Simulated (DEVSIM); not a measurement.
**Schottky contact on n-type Si**

Structure: Schottky contact on n-type Si, at 300 K.

```tsv
layer (left to right)	material	thickness (μm)	Nd (cm⁻³)	τn (s)	τp (s)
1	Si	3.00	1.5e16	1.2e-7	1.2e-7
2	Si	8.90	5.6e17	1.2e-7	1.2e-7
```

Left contact: Schottky, work function 4.57 eV, emission velocity 3.2e6 cm/s. Right contact: ohmic. Voltage is applied to the left contact. Recombination: SRH at mid-gap, radiative, Auger. Mobility is μmin + (μ − μmin)/(1 + (N/Nref)^α).

Constants are typed, rounded textbook-type inputs, not results; the design itself was drawn at random and stands for no fabricated device. Values at 300 K.

| parameter | Si |
|---|---|
| gap (eV) | 1.124 |
| affinity (eV) | 4.05 |
| permittivity | 11.7 |
| Nc (cm⁻³) | 2.86e19 |
| Nv (cm⁻³) | 3.1e19 |
| μn (cm²/Vs) | 1417 |
| μp (cm²/Vs) | 470 |
| μn,min | 52 |
| μp,min | 45 |
| Nref,n | 9.7e16 |
| Nref,p | 2.2e17 |
| αn | 0.68 |
| αp | 0.72 |
| B (cm³/s) | 4.7e-15 |
| Cn (cm⁶/s) | 2.8e-31 |
| Cp (cm⁶/s) | 9.9e-32 |

Model (solved in DEVSIM): 1D drift-diffusion, Boltzmann statistics, complete ionisation; no tunnelling, impact ionisation, image-force lowering or self-heating. Metal contacts follow the ideal Schottky-Mott rule: no Fermi-level pinning, no interface dipoles.

```
Property                                        Result
---------------------------------------------  -------
Potential step across the device at zero bias  0.418 V
Dark forward voltage at 1 A/cm²                0.097 V
Dark forward voltage at 100 A/cm²              0.233 V
```

Dark forward current:

(V (V), J (A/cm²)): (0.05, 0.15); (0.10, 1.1); (0.15, 7.6); (0.20, 43); (0.25, 160); (0.30, 360); (0.35, 620); (0.40, 910); (0.45, 1200); (0.50, 1500); (0.55, 1900); (0.60, 2200)
